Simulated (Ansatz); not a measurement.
The parent structure is ZnO in the wurtzite structure (space group P6_3mc, No. 186; a = 3.2352 Å, c = 5.2115 Å).

Level of theory: Ansatz (a first-principles code) r2SCAN, no spin-orbit coupling.

For the base:

```
Item                               Result
-----------------------------  ----------
Band gap                          1.24 eV
Shortest interatomic distance  3.723 bohr
```

The change: hydrostatic tension (pressure −1 GPa).

### Question
What happens to the band gap?

### Answer
The band gap decreases by 0.01 eV (1.24 eV → 1.23 eV).

### Question
How does this affect the shortest interatomic distance?

### Answer
The shortest interatomic distance increases by 0.0084 bohr, from 3.723 bohr to 3.732 bohr.

Load acts through the strain it causes; cell and atoms are relaxed under it. Stability against distortions was not tested.
